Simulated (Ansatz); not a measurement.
For GeS₂ (P4₂/nmc, No. 137, 6 atoms in the cell; start mp-1071032), LDA (Ansatz, an electronic-structure program, PAW) gives:

- lattice parameter a = 3.449 Å
- c axis length = 10.465 Å
- bulk modulus = 30.0 GPa
- cohesive energy = 4.41 eV/atom
- band gap = 0.96 eV
- enthalpy of formation = -0.304 eV/atom

What does PBEsol in Ansatz (PAW) give for the same quantities?


- lattice constant a: 3.470 Å (increases by 0.6 %)
- lattice parameter c: 11.074 Å (goes up by 5.8 %)
- bulk modulus: 13.6 GPa (drops by 55 %)
- cohesive energy: 3.94 eV/atom (shrinks by 0.47 eV/atom)
- band gap: 1.01 eV (increases by 0.05 eV)
- formation enthalpy: -0.299 eV/atom (moves by +0.005 eV/atom)

Changes are worked out from the printed values.

Unless a cell is named, each level is at its own relaxed cell (LDA 20.74, PBEsol 22.23 Å³/atom).

Levels without +SOC have no spin–orbit coupling; where heavier elements are present it shifts gaps, mostly down, and can invert bands. Density-functional gaps are differences of (generalised) Kohn–Sham levels.

Caveats: the bulk modulus is −V dP/dV from two relaxed cells at ±2 % in volume (LDA, PBEsol); the relaxation could not lower the start's symmetry, so the cell can be a saddle point above a distorted one (LDA, PBEsol). Ansatz's density-functional and Hartree–Fock values are scalar-relativistic unless marked +SOC, with PAW data made under PBE.

A start named mp-… is a Materials Project structure, which need not be a measured phase.
